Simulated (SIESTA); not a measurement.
# A self-consistent single point of Co₂As (P-6m2, 3 atoms in the cell) with SIESTA

Level of theory: GGA PBEsol, numerical atomic orbitals DZP, PseudoDojo PBEsol standard norm-conserving potentials (rewritten from UPF to PSML) (SIESTA).

Input:

```
# files in the folder: Co.psml As.psml (PseudoDojo PBEsol standard)
SystemName  Co2As
SystemLabel Co2As

NumberOfAtoms                3
NumberOfSpecies              2
%block ChemicalSpeciesLabel
  1 27 Co
  2 33 As
%endblock ChemicalSpeciesLabel
LatticeConstant              1.0 Bohr
%block LatticeVectors
     7.274360877    0.000000000    0.000000000
    -3.637180439    6.299781871    0.000000000
     0.000000000    0.000000000    5.128429464
%endblock LatticeVectors
AtomicCoordinatesFormat      Bohr
%block AtomicCoordinatesAndAtomicSpecies
     3.637184076    2.099925191    0.000000000  1
    -0.000003637    4.199856681    2.564214732  1
     0.000000000    0.000000000    2.564214732  2
%endblock AtomicCoordinatesAndAtomicSpecies

XC.functional                GGA
XC.authors                   PBEsol
PAO.BasisSize                DZP
PAO.EnergyShift              0.01 Ry
MeshCutoff                   400 Ry
%block kgrid.MonkhorstPack
    7   0   0  0.0
    0   7   0  0.0
    0   0   8  0.0
%endblock kgrid.MonkhorstPack
OccupationFunction           FD
ElectronicTemperature        0.1 eV
Spin                         polarized
%block DM.InitSpin
  1 +3.00
  2 +3.00
  3 +0.00
%endblock DM.InitSpin

MaxSCFIterations             150
SCF.Mixer.Method             Pulay
SCF.Mixer.Weight             0.1
SCF.Mixer.History            8
SCF.DM.Tolerance             1.0E-05
Diag.ParallelOverK           true
WriteForces                  true
Charge.Mulliken              end
```

Output (repeated stretches shortened):

```
reinit: Reading from file input.fdf

reinit: System Name: Co2As
reinit: System Label: Co2As

NOTE on units for spin output:
{S} is the spin magnetic moment, in units of the Bohr magneton,
assuming a g-factor for the electron spin of exactly 2.
The spin magnetic moment is then numerically equal to the charge inbalance,
in units of electrons, between the spin-up and -down channels.

coor:   Atomic-coordinates input format  =     Cartesian coordinates
coor:                                            (in Bohr units)

siesta: Atomic coordinates (Bohr) and species
siesta:      3.63718   2.09993   0.00000  1        1
siesta:     -0.00000   4.19986   2.56421  1        2
siesta:      0.00000   0.00000   2.56421  2        3

siesta: System type = bulk

initatomlists: Number of atoms, orbitals, and projectors:      3    56    54

siesta: ******************** Simulation parameters ****************************
redata: Spin configuration                          = collinear
redata: Time-Reversal Symmetry                      = T
redata: Number of Atomic Species                    =        2
redata: Mesh Cutoff                                 =   400.0000 Ry
redata: Net charge of the system                    =     0.0000 |e|
redata: Min. number of SCF Iter                     =        0
redata: Max. number of SCF Iter                     =      150
redata: SCF convergence failure will abort job
redata: SCF mix quantity                            = Hamiltonian
redata: Mix DM or H after convergence               =   F
redata: Recompute H after scf cycle                 =   F
redata: Mix DM in first SCF step                    =   T
redata: No kicks to SCF
redata: DM Mixing Weight for Kicks                  =     0.5000
redata: Require Harris convergence for SCF          =   F
redata: Harris energy tolerance for SCF             =     0.000100 eV
redata: Require DM convergence for SCF              =   T
   [... lines left out ...]
diag: Used triangular part                          = Lower
diag: Absolute tolerance                            =  0.100E-15
diag: Orthogonalization factor                      =  0.100E-05
diag: Memory factor                                 =  1.0000

superc: Internal auxiliary supercell:     5 x     5 x     5  =     125
superc: Number of atoms, orbitals, and projectors:    375   7000   6750

                        Single-point calculation

superc: Internal auxiliary supercell:     5 x     5 x     5  =     125
superc: Number of atoms, orbitals, and projectors:    375   7000   6750

outcell: Unit cell vectors (Ang):
        3.849426    0.000000    0.000000
       -1.924713    3.333701    0.000000
        0.000000    0.000000    2.713848

outcell: Cell vector modules (Ang)   :    3.849426    3.849426    2.713848
outcell: Cell angles (23,13,12) (deg):     90.0000     90.0000    120.0000
outcell: Cell volume (Ang**3)        :     34.8264
new_DM -- step:     1
Initializing Density Matrix...

Attempting to read DM from file... Failed...
DM filled with atomic data (user-defined):

InitMesh: MESH = 48 x 48 x 36 = 82944
InitMesh: Mesh cutoff (required, used) =   400.000   486.336 Ry

stepf: Fermi-Dirac step function
        iscf     Eharris(eV)        E_KS(eV)     FreeEng(eV)     dDmax    Ef(eV) dHmax(eV)
   scf:    1   -11154.764810   -11186.325514   -11186.421915  0.441691 -1.205537 17.419406
     spin moment: {S} , |S| = {        0.0        0.0    3.66588 }     3.66588
   scf:    2   -11196.492666   -11192.785246   -11192.883244  0.140711 -2.056115 10.703264
     spin moment: {S} , |S| = {        0.0        0.0    3.26040 }     3.26040
   scf:    3   -11194.026028   -11194.623128   -11194.736496  0.133760 -2.685212  7.032467
     spin moment: {S} , |S| = {        0.0        0.0    3.01996 }     3.01996
   scf:    4   -11195.811246   -11195.614715   -11195.726441  0.060061 -3.059025  2.799689
     spin moment: {S} , |S| = {        0.0        0.0    2.82119 }     2.82119
   scf:    5   -11196.101008   -11195.881617   -11195.999800  0.040553 -3.323912  0.383508
     spin moment: {S} , |S| = {        0.0        0.0    2.51354 }     2.51354
   scf:    6   -11195.989918   -11195.934105   -11196.056143  0.018384 -3.449578  0.563071
   [... lines left out ...]
   scf:   14   -11196.025794   -11196.025942   -11196.150437  0.001093 -3.610798  0.001870
     spin moment: {S} , |S| = {        0.0        0.0    1.56958 }     1.56958
   scf:   15   -11196.025863   -11196.025902   -11196.150437  0.000142 -3.611323  0.001635
     spin moment: {S} , |S| = {        0.0        0.0    1.56764 }     1.56764
   scf:   16   -11196.025876   -11196.025889   -11196.150437  0.000054 -3.611280  0.001225
     spin moment: {S} , |S| = {        0.0        0.0    1.56751 }     1.56751
   scf:   17   -11196.025889   -11196.025889   -11196.150437  0.000067 -3.611145  0.001011
     spin moment: {S} , |S| = {        0.0        0.0    1.56806 }     1.56806
   scf:   18   -11196.025849   -11196.025869   -11196.150437  0.000060 -3.611317  0.000761
     spin moment: {S} , |S| = {        0.0        0.0    1.56752 }     1.56752
   scf:   19   -11196.025865   -11196.025867   -11196.150437  0.000009 -3.611322  0.000510
     spin moment: {S} , |S| = {        0.0        0.0    1.56753 }     1.56753
SCF Convergence by DM+H criterion
max |DM_out - DM_in|         :     0.0000089942
max |H_out - H_in|      (eV) :     0.0005096543
SCF cycle converged after 19 iterations

Using DM_out to compute the final energy and forces

siesta: E_KS(eV) =           -11196.0259

siesta: E_KS - E_eggbox =    -11196.0259

siesta: Atomic forces (eV/Ang):
     1   -0.000078    0.000045   -0.000000
     2   -0.000051    0.000028    0.000000
     3    0.000129   -0.000073   -0.000000
   Tot   -0.000000   -0.000000    0.000000
   Max    0.000129
   Res    0.000061    sqrt( Sum f_i^2 / 3N )
   Max    0.000129    constrained

Stress tensor Voigt[x,y,z,yz,xz,xy] (kbar):      -82.13      -81.81      -63.38       -0.00        0.00        0.27
(Free)E + p*V (eV/cell)   -11194.5033
Target enthalpy (eV/cell)   -11196.1504

siesta: Program's energy decomposition (eV):
siesta: Ebs     =     -1701.760524
siesta: Eions   =     13186.184755
siesta: Ena     =       768.486118
siesta: Ekin    =      5792.736296
siesta: Enl     =     -2467.626930
siesta: Eso     =         0.000000
siesta: Edftu   =         0.000000
siesta: DEna    =        54.813851
siesta: DUscf   =         1.172177
siesta: DUext   =         0.000000
siesta: Ex      =     -2045.662283
siesta: Ec      =      -113.760341
siesta: Exc     =     -2159.422623
siesta: Eharris =    -11196.025865
siesta: Etot    =    -11196.025867
siesta: FreeEng =    -11196.150437

siesta: Stress tensor (static) (eV/Ang**3):
siesta:    -0.051260    0.000170   -0.000000
siesta:     0.000170   -0.051064   -0.000000
siesta:     0.000000   -0.000000   -0.039559

siesta: Cell volume =         34.826364 Ang**3

siesta: Pressure (static):
siesta:                Solid            Molecule  Units
siesta:           0.00051510          0.00051510  Ry/Bohr**3
siesta:           0.04729437          0.04729474  eV/Ang**3
siesta:          75.77392983         75.77452061  kBar

mulliken: Atomic and Orbital Populations:

mulliken: Spin UP

Species: Co
Atom  Qatom  Qorb
               3s      4s      4s      3py     3pz     3px     4py     4pz
               4px     3dxy    3dyz    3dz2    3dxz    3dx2-y2 3dxy    3dyz
   [... lines left out ...]

              0.111   0.130

mulliken: Qtot =       25.284

mulliken: Spin DOWN

Species: Co
Atom  Qatom  Qorb
               3s      4s      4s      3py     3pz     3px     4py     4pz
               4px     3dxy    3dyz    3dz2    3dxz    3dx2-y2 3dxy    3dyz
               3dz2    3dxz    3dx2-y2
   1  7.725   0.952   0.296  -0.090   1.003   0.998   1.003   0.111   0.095
              0.111   0.760   0.677   0.671   0.677   0.760  -0.060  -0.057

             -0.064  -0.057  -0.060
   2  7.922   0.949   0.107  -0.027   0.993   1.005   0.993   0.143   0.151
              0.143   0.804   0.775   0.694   0.775   0.804  -0.093  -0.067

             -0.070  -0.067  -0.093

Species: As
Atom  Qatom  Qorb
               4s      4s      4py     4pz     4px     4py     4pz     4px
               3dxy    3dyz    3dz2    3dxz    3dx2-y2 4dxy    4dyz    4dz2
               4dxz    4dx2-y2
   3  8.069   0.638   0.089   0.523   0.527   0.523   0.054  -0.015   0.054
              1.004   1.008   1.003   1.008   1.004   0.143   0.125   0.111

              0.125   0.143

mulliken: Qtot =       23.716

Mulliken Atomic Populations:
Atom #   charge [q] valence [e]      Sz [e]  Species
     1     0.513262   16.486738    1.037103  Co
     2     0.517756   16.482244    0.638096  Co
     3    -1.031019   16.031019   -0.107671  As
 Total     0.000000                1.567528
```

The run converged in 19 iterations.

The starting cell comes from a database of computed structures (which also holds hypothetical and non-ambient phases and stackings), without a prior relaxation at this level. Its lattice was rescaled by a random factor within 2.5 % of one. The magnetic order is the one reached from the typed start; others were not searched systematically. Values carry the incompleteness of an atom-centred basis. With a pressure of about 8 GPa the cell is away from its equilibrium volume at this level.

Cost on one core of a shared machine: roughly 90 s.
